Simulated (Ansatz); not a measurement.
Bond-angle distributions (per cent of the angles at each element, bins of 10°) of a relaxed model of amorphous Al₁₂Sb₁₂Se₃₆ at 4.71 g/cm³. Computed with PBE-D3(BJ), scalar-relativistic without spin-orbit coupling, PAW (Ansatz default set, large-core Se) (plane waves to 420 eV; Ansatz, an electronic-structure program).

A CHGNet melt-quench gave the starting glass, which DFT then relaxed. The hot cell started wider than the set density and was brought back towards it in steps. It is the lowest in DFT energy of 3 quenches. It is a model cell: composition and starting density were chosen by hand, and all elements were melted together. The geometry includes D3(BJ) dispersion. Its density started from a set value of 4.42 and ended at 4.71 g/cm³. The quench (nominally 79 K/ps over its main leg) was far faster than any real one, so the model tends to hold more defects than a real film. One small periodic cell is one sample of the glass; other quenches scatter about these values. Volume and shape were free in the relaxation.

Cut-offs for bonds: Al-Al 2.90 Å, Al-Sb 3.12 Å, Al-Se 2.80 Å, Sb-Sb 3.34 Å, Sb-Se 3.08 Å, Se-Se 2.76 Å.

```
angle (°)  at Al  at Sb  at Se
---------  -----  -----  -----
50-60          0      0      0
60-70          0      0      0
70-80          2      6      6
80-90         12     30     31
90-100        24     33     22
100-110       23     10     17
110-120       20      3     10
120-130        5      3      7
130-140        7      0      2
140-150        2      0      3
150-160        1      8      1
160-170        2      6      1
170-180        1      0      0
```

They go with these counts of neighbours within the cut-offs, cation contacts included: Al mean 4.3, most often 4; Sb mean 3.8, most often 4; Se mean 2.7, most often 3.
